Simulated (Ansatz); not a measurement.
Consider Sn in the diamond structure (space group Fd-3m, No. 227; a = 6.474 Å; relaxed with 0.1 eV smearing). Axes: x, y, z lie along the cube axes.

Computed with LDA, PAW, 420 eV (Ansatz, a first-principles code; scalar-relativistic without spin-orbit coupling).

Before the change:

```
Quantity           Result
---------------  --------
Volume per atom  33.93 Å³
```

Perturbation: biaxial strain +0.50 %, plane normal [001], relaxed out of plane (Cartesian); in-plane vectors clamped, the third vector and the atoms free.

Task: How does this affect the energy relative to the base?

Result: The energy increases by 0.4 meV/atom.

Task: Predict the new volume per atom.

Result: The volume per atom goes up by 0.159 Å³, from 33.93 Å³ to 34.08 Å³.

No phonon test of stability was made.
